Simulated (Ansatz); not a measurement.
# ZnO, response to strain

Consider ZnO in the wurtzite structure (space group P6_3mc, No. 186; a = 3.280 Å, c = 5.294 Å).

Strains are applied to the cell and any free atomic positions relax.

Calculations: plane-wave PAW DFT at the PBE level (Ansatz, a quantum-chemistry and plane-wave program, 420 eV), scalar-relativistic without spin-orbit coupling, earlier PAW set.

```tsv
isotropic strain (%)	band gap (eV)
-5.03	0.95
-4.77	?
-0.75	0.77
0	0.74
0.15	0.73
```

Fit E_g = E₀ + Dε (ε in %) to the rows shown and predict the withheld row.

Least squares on the printed values gives E₀ = 0.74 eV, D = -42.1 meV per % of strain (largest residual 0.00 eV); this predicts 0.94 eV, and the run gives 0.94 eV, in agreement.

Stability against distortions was not tested.
